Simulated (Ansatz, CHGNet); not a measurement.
## How the equilibrium volume per atom of AlB2-type TiB₂ moves with the method

No measured value is used here.

| level (code) | value (Å³/atom) |
|---|---|
| CHGNet 0.3.0 (CHGNet) | 8.56 |
| LDA (Ansatz) | 8.17 |
| PBE (Ansatz) | 8.56 |
| PBEsol (Ansatz) | 8.37 |
| PBE-D3(BJ) (Ansatz) | 8.29 |
| PBE-D4 (Ansatz) | 8.29 |
| rVV10 (Ansatz) | 8.59 |
| r²SCAN (Ansatz) | 8.51 |
| HSE06 (Ansatz) | 8.40 |

HSE06: hybrids on metals are sensitive to the k mesh and can open a false gap. Cutoffs and k meshes differ between the levels. Ansatz's density-functional and Hartree–Fock values are scalar-relativistic unless marked +SOC, with PAW data made under PBE.

Machine-learned potentials (CHGNet 0.3.0) are trained on DFT data, which may include these solids.

Ansatz is a first-principles code.
